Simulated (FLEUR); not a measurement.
# Input and output of a self-consistent single point for a sheet of PbO (4 atoms in the cell) (FLEUR)

Method of the run: PBE, all-electron FLAPW (FLEUR), scalar-relativistic valence.

The input file:

Input of the input generator:

```
PbO sheet
&input film=f /
1.0000000000 0.0000000000 0.0000000000
0.0000000000 1.0000000000 0.0000000000
0.0000000000 0.0000000000 4.1765685546
7.4049144961
1.0 1.0 1.0

4
82 0.5000000000 -0.0000000000 0.5722820000
82 0.0000000000 0.5000000000 0.4277180000
8 -0.0000000000 -0.0000000000 0.5000000000
8 0.5000000000 0.5000000000 0.5000000000

&comp jspins=1 /
&kpt div1=6 div2=6 div3=1 gamma=t /
&end /
```

```xml
<?xml version="1.0" encoding="UTF-8" standalone="no"?>
<fleurInput fleurInputVersion="0.39">
   <comment>
      PbO sheet                                                                                           
   </comment>
   <calculationSetup>
      <cutoffs Kmax="4.1" Gmax="16.4" GmaxXC="16.4" numbands="0"/>
      <scfLoop itmax="60" minDistance="0.00001" maxIterBroyd="15" imix="Anderson" alpha="0.05" precondParam="0.0" spinf="2.0"/>
      <coreElectrons ctail="T" frcor="F" kcrel="0" coretail_lmax="0"/>
      <xcFunctional name="pbe" relativisticCorrections="F"/>
      <magnetism jspins="1"/>
      <soc l_soc="F" theta="0.0" phi="0.0" spav="F"/>
      <expertModes spex="0" secvar="F"/>
      <geometryOptimization l_f="T" forcealpha="1.0" forcemix="BFGS" epsdisp="0.00001" epsforce="0.00001"/>
      <ldaU l_linMix="F" mixParam="0.05" spinf="1.0"/>
   </calculationSetup>
   <cell>
      <bzIntegration valenceElectrons="40.0" mode="gauss" fermiSmearingEnergy="0.00367493">
         <kPointListSelection listName="default-1"/>
         <!-- k-points included here -->
         <xi:include xmlns:xi="http://www.w3.org/2001/XInclude" href="kpts.xml"> </xi:include>
      </bzIntegration>
      <!-- symmetry operations included here -->
      <xi:include xmlns:xi="http://www.w3.org/2001/XInclude" href="sym.xml"> </xi:include>
      <bulkLattice scale="1.0">
         <bravaisMatrix>
            <row-1>    7.4049144961000000     0.0000000000000000     0.0000000000000000</row-1>
            <row-2>    0.0000000000000000     7.4049144961000000     0.0000000000000000</row-2>
            <row-3>    0.0000000000000000     0.0000000000000000    30.9271330339129662</row-3>
         </bravaisMatrix>
      </bulkLattice>
   </cell>
   <atomSpecies>
      <species name="Lead (Pb)" element="Pb" atomicNumber="82">
         <mtSphere radius="2.58" gridPoints="889" logIncrement="0.015"/>
         <atomicCutoffs lmax="10" lnonsphr="8"/>
         <electronConfig flipSpins="F">
            <coreConfig>(1s1/2) (2s1/2) (2p1/2) (2p3/2) (3s1/2) (3p1/2) (3p3/2) (4s1/2) (3d3/2) (3d5/2) (4p1/2) (4p3/2) (5s1/2) (4d3/2) (4d5/2) (4f5/2) (4f7/2) (5p1/2) (5p3/2)</coreConfig>
            <valenceConfig>(6s1/2) (5d3/2) (5d5/2) (6p1/2) (6p3/2)</valenceConfig>
            <stateOccupation state="(6p1/2)" spinUp="0.3333333333333" spinDown="0.3333333333333"/>
            <stateOccupation state="(6p3/2)" spinUp="0.6666666666667" spinDown="0.6666666666667"/>
         </electronConfig>
         <energyParameters s="6" p="6" d="6" f="5"/>
         <lo type="SCLO" l="2" n="5" eDeriv="0"/>
      </species>
      <species name="Oxygen (O)" element="O" atomicNumber="8">
         <mtSphere radius="1.45" gridPoints="503" logIncrement="0.021"/>
         <atomicCutoffs lmax="6" lnonsphr="4"/>
         <electronConfig flipSpins="F">
            <coreConfig>(1s1/2)</coreConfig>
            <valenceConfig>(2s1/2) (2p1/2) (2p3/2)</valenceConfig>
            <stateOccupation state="(2p1/2)" spinUp="0.6666666666667" spinDown="0.6666666666667"/>
            <stateOccupation state="(2p3/2)" spinUp="1.3333333333333" spinDown="1.3333333333333"/>
         </electronConfig>
         <energyParameters s="2" p="2" d="3" f="4"/>
      </species>
   </atomSpecies>
   <atomGroups>
      <atomGroup species="Lead (Pb)">
         <relPos label="                   1">1.000/4.000 -1.000/4.000 -.4277180000</relPos>
         <relPos label="                   2">-1.000/4.000 1.000/4.000 .4277180000</relPos>
         <force calculate="T" relaxXYZ="TTT"/>
      </atomGroup>
      <atomGroup species="Oxygen (O)">
         <relPos label="                   3">-1.000/4.000 -1.000/4.000 1.000/2.000</relPos>
         <relPos label="                   4">1.000/4.000 1.000/4.000 1.000/2.000</relPos>
         <force calculate="T" relaxXYZ="TTT"/>
      </atomGroup>
   </atomGroups>
   <output dos="F" band="F" slice="F">
      <checks vchk="F" cdinf="F"/>
      <bandDOS minEnergy="-.5*Htr" maxEnergy="0.5*Htr" sigma="0.015" storeEVData="T"/>
      <vacuumDOS vacdos="F" integ="F" star="F" nstars="0" locx1="0.0" locy1="0.0" locx2="0.0" locy2="0.0" nstm="0" tworkf="0.0"/>
      <unfoldingBand unfoldBand="F" supercellX="1" supercellY="1" supercellZ="1"/>
      <plotting iplot="0" polar="F">
         <plot TwoD="T" vec1="  1.0  0.0  0.0" vec2="  0.0  1.0  0.0" vec3="  0.0  0.0  1.0" zero="  0.0  0.0  0.0" file="plot"/>
      </plotting>
      <chargeDensitySlicing numkpt="0" minEigenval="0.0" maxEigenval="0.0" nnne="0" pallst="F"/>
      <specialOutput eonly="F"/>
      <magneticCircularDichroism mcd="F" energyLo="-10.0" energyUp="0.0"/>
   </output>
  <!-- We include the file relax.xml here to enable relaxations (see documentation) -->
  <xi:include xmlns:xi="http://www.w3.org/2001/XInclude" href="relax.xml"> <xi:fallback/> </xi:include>
</fleurInput>
```

Output, abridged:

```
      Welcome to FLEUR        (www.flapw.de)
      MaX-Release 8.1          (www.max-centre.eu)

 ========== k-point set info ==========
 Selected k-point list: default-1
 k-point list type: mesh
 6 x 6 x 1
 Number of k points: 10

 ------------Calculation Setup---------------------------
           1           2           5          10
 Number of basis functions:         2032
 Iteration:     1   Distance:      12.06550699 me/bohr^3
 Iteration:     2   Distance:       9.90583055 me/bohr^3
 Iteration:     3   Distance:       3.79749974 me/bohr^3
 Iteration:     4   Distance:       4.75928758 me/bohr^3
 Iteration:     5   Distance:       1.04099784 me/bohr^3
 Iteration:     6   Distance:       0.58426332 me/bohr^3
   [... 7 lines left out ...]
 Iteration:    14   Distance:       0.00042727 me/bohr^3
 Iteration:    15   Distance:       0.00006617 me/bohr^3
 Iteration:    16   Distance:       0.00005465 me/bohr^3
 Iteration:    17   Distance:       0.00003744 me/bohr^3
 Iteration:    18   Distance:       0.00000898 me/bohr^3
 Reset of history

 Run finished successfully
 Stop message:
   Structural relaxation: new displacements generated

[file out, last iteration]
             iter=     19
          p o t e n t i a l   g e n e r a t o r
[...]
          integral of pseudo charge density inside the slab=        0.000000   0.000000
     coulomb potential in the interstitial region:
          density-coulomb potential integrals
          total density-coulomb potenti   -73850.4636016668
          density-effective potential integrals for spin  1
          total density-effective poten   -7.4894326064E+04
          charge density-energy density integrals
          total charge density-energy d   -7.9782983378E+02
 Updated energy parameters for spin:           1
  Atom    1 6s branch from -5.11 to  0.42 htr. ; e_l = -0.3281
  Atom    1 6p branch from -2.97 to  1.30 htr. ; e_l = -0.0639
  Atom    1 6d branch from -0.53 to  2.74 htr. ; e_l =  0.1342
  Atom    1 5f branch from -4.69 to  1.69 htr. ; e_l =  0.2667
  Atom    1 5d branch from-14.55 to -0.53 htr. ; e_l(l -0.6053
  Atom    2 2s branch from-18.62 to  0.45 htr. ; e_l = -0.7274
  Atom    2 2p branch from -9.99 to  0.86 htr. ; e_l = -0.2741
  Atom    2 3d branch from -9.99 to  5.43 htr. ; e_l =  0.0123
  Atom    2 4f branch from -9.99 to  9.64 htr. ; e_l =  0.1725
[...]
 fermi energy and band-weighting factors:
at   0.00000   0.00000   0.00000   k-weight:    0.027778
   31 eigenvalues :
   -0.717942   -0.693219   -0.614236   -0.614236   -0.613602   -0.611590   -0.608475   -0.607065
   -0.607065   -0.606141   -0.605680   -0.555854   -0.321706   -0.228515   -0.188713   -0.188713
   -0.095164   -0.094078   -0.094078   -0.049604    0.052502    0.052543    0.121215    0.137195
    0.171736    0.171736    0.186303    0.237628    0.238682    0.238682    0.266936
   [... 2 blocks of this kind left out ...]

[...]
FERMIE:
          first approx. to ef    (T=0)  :  -0.049604 htr   (energy of the highest occ. eigenvalue)
          number of occ. states  (T=0)  :        200
          first approx. to seigv (T=0)  : -17.525054 htr
          sum of weights of occ. states :  20.000000
          sum of semicore charge        :   0.000000 e
          fermi energy=  -0.03937 har   work function=   1.07126 ev
          number of valence electrons=  39.99999
     band-weighting factor for spin=    1
     k-point=    1
      0.028 0.028 0.028 0.028 0.028 0.028 0.028 0.028 0.028 0.028 0.028 0.028 0.028 0.028 0.028 0.028
      0.028 0.028 0.028 0.028 0.000 0.000 0.000 0.000 0.000 0.000 0.000 0.000 0.000 0.000 0.000
     k-point=    2
      0.111 0.111 0.111 0.111 0.111 0.111 0.111 0.111 0.111 0.111 0.111 0.111 0.111 0.111 0.111 0.111
      0.111 0.111 0.111 0.111 0.000 0.000 0.000 0.000 0.000 0.000 0.000 0.000 0.000 0.000 0.000
     k-point=    3
      0.111 0.111 0.111 0.111 0.111 0.111 0.111 0.111 0.111 0.111 0.111 0.111 0.111 0.111 0.111 0.111
      0.111 0.111 0.111 0.111 0.000 0.000 0.000 0.000 0.000 0.000 0.000 0.000 0.000 0.000 0.000
     k-point=    4
      0.056 0.056 0.056 0.056 0.056 0.056 0.056 0.056 0.056 0.056 0.056 0.056 0.056 0.056 0.056 0.056
      0.056 0.056 0.056 0.056 0.000 0.000 0.000 0.000 0.000 0.000 0.000 0.000 0.000 0.000 0.000
     k-point=    5
      0.111 0.111 0.111 0.111 0.111 0.111 0.111 0.111 0.111 0.111 0.111 0.111 0.111 0.111 0.111 0.111
      0.111 0.111 0.111 0.111 0.000 0.000 0.000 0.000 0.000 0.000 0.000 0.000 0.000 0.000 0.000
     k-point=    6
      0.222 0.222 0.222 0.222 0.222 0.222 0.222 0.222 0.222 0.222 0.222 0.222 0.222 0.222 0.222 0.222
      0.222 0.222 0.222 0.222 0.000 0.000 0.000 0.000 0.000 0.000 0.000 0.000 0.000 0.000 0.000
     k-point=    7
      0.111 0.111 0.111 0.111 0.111 0.111 0.111 0.111 0.111 0.111 0.111 0.111 0.111 0.111 0.111 0.111
      0.111 0.111 0.111 0.111 0.000 0.000 0.000 0.000 0.000 0.000 0.000 0.000 0.000 0.000 0.000
     k-point=    8
      0.111 0.111 0.111 0.111 0.111 0.111 0.111 0.111 0.111 0.111 0.111 0.111 0.111 0.111 0.111 0.111
      0.111 0.111 0.111 0.111 0.000 0.000 0.000 0.000 0.000 0.000 0.000 0.000 0.000 0.000 0.000
     k-point=    9
      0.111 0.111 0.111 0.111 0.111 0.111 0.111 0.111 0.111 0.111 0.111 0.111 0.111 0.111 0.111 0.111
      0.111 0.111 0.111 0.111 0.000 0.000 0.000 0.000 0.000 0.000 0.000 0.000 0.000 0.000 0.000
     k-point=   10
      0.028 0.028 0.028 0.028 0.028 0.028 0.028 0.028 0.028 0.028 0.028 0.028 0.028 0.028 0.028 0.028
      0.028 0.028 0.028 0.028 0.000 0.000 0.000 0.000 0.000 0.000 0.000 0.000 0.000 0.000 0.000
          sum of eigenvalues-correction=   -17.52505
          sum of weight                =    20.00000
          total moment                 =     0.00000
 Direct bandgap for spin            1 :   0.10210624141707170       Htr
 at k-point            1  with k-vector    0.0000000000000000        0.0000000000000000        0.0000000000000000
          valence density: spin= 1
[...]
     l-like charge
     atom     s        p        d        f        total
 -->  1    1.32348  0.60211  9.85114  0.06329   11.86199
 -->  2    1.47167  3.17557  0.00469  0.00054    4.65255
          total charge for spin  1=   39.999994
          interst. charge =       6.970910
          mt charge=             11.861989    4.652554
          total charge  =   39.999994
          z= 82.     r(1)=  0.423465E-05     dx= 0.015000     m.t.index= 889
               n    l     j    energy       weight
               1.   0.   0.5-3233.0990      2.0000
               2.   0.   0.5 -577.6166      2.0000
               2.   1.   0.5 -554.6129      2.0000
   [... 16 lines left out ...]
          atom type    1  (spin 1)
          kinetic energy=  0.242401749253E+05     sum of the eigenvalues= -0.129553356389E+05
          0.00332590  electrons lost from core.
          z=  8.     r(1)=  0.382856E-04     dx= 0.021000     m.t.index= 503
               n    l     j    energy       weight
               1.   0.   0.5  -18.6166      2.0000
          atom type    2  (spin 1)
          kinetic energy=  0.583089994574E+02     sum of the eigenvalues= -0.372332704348E+02
          0.00000069  electrons lost from core.
          total charge for spin  1=  179.999994
          interst. charge =       6.977504
          mt charge=             79.858662    6.652583
          total charge  =  179.999994
          zc=   180.000000     qfix=    1.000000
     t o t a l  e n e r g y
          sum of eigenvalues =            -26002.6628728605
          density-coulomb potential int   -73850.4636016668
          density-effective potential i   -74894.3260639622
          charge density-ex.-corr.energ     -797.8298337782
          el.-nucl. inter. diff. m.t.      52933.0929474107
          Madelung term for atom type:       -63.0373121197
          el.-nucl. inter. diff. m.t.        173.5306443203
          Madelung term for atom type:        -6.7658631709
 ---->    total energy=                   -42007.8252105315 htr
 ---->    (input%tkb*entropy) TS=              0.0000000000 htr
 ---->    free energy=                    -42007.8252105315 htr
      extrapolation for T->0
 ---->    total electron energy=          -42007.8252105315 htr
 ***** TOTAL FORCES ON ATOMS *****
 TOTAL FORCE FOR ATOM TYPE=  1  X=  1.851   Y= -1.851   Z=-13.228
                       FX_TOT= 0.000000 FY_TOT= 0.000000 FZ_TOT= 0.019275
 TOTAL FORCE FOR ATOM TYPE=  2  X= -1.851   Y= -1.851   Z= 15.464
                       FX_TOT= 0.000000 FY_TOT= 0.000000 FZ_TOT= 0.000000
```

The run converged in 18 iterations. FLEUR gives forces in its relaxation mode, with a further iteration, so its stop message speaks of a relaxation.

The starting cell was generated: these elements placed on a structure prototype, without a prior relaxation; it need not be a known phase or ordering of this composition. Its lattice was rescaled in the plane by a random factor within 2.5 % of one. Spin-orbit coupling is off. Values depend on the basis (sphere radii, cutoffs, local orbitals), which need not be converged.

Cost on one core of a shared machine: roughly 5 min.
